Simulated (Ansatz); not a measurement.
## CsCl-type KCl (model structure) (like a known high-pressure phase)

Calculation: r²SCAN-D4 in Ansatz (plane waves, PAW).

Settings: plane-wave cutoff 500 eV, 8×8×8 k mesh, gaussian smearing 0.02 eV, scalar-relativistic PAW data made under PBE.

Cell (relaxed at this level):

```
KCl
1.0
    3.75466     0.00000     0.00000
    0.00000     3.75466     0.00000
    0.00000     0.00000     3.75466
K Cl
1 1
Cartesian
  0.00000   0.00000   0.00000
  1.87733   1.87733   1.87733
```

| Item | Result |
|---|---|
| band gap | 5.87 eV (on the SCF k mesh) |

The computed numbers hold no vibrational or temperature effects.

The result took about 16 core-seconds (a rough figure).

A model structure was made by putting elements into a prototype or built by hand; it is no filed structure, need not be a known phase, and can be a saddle point held by its symmetry.

Ansatz is a program for electronic structure.
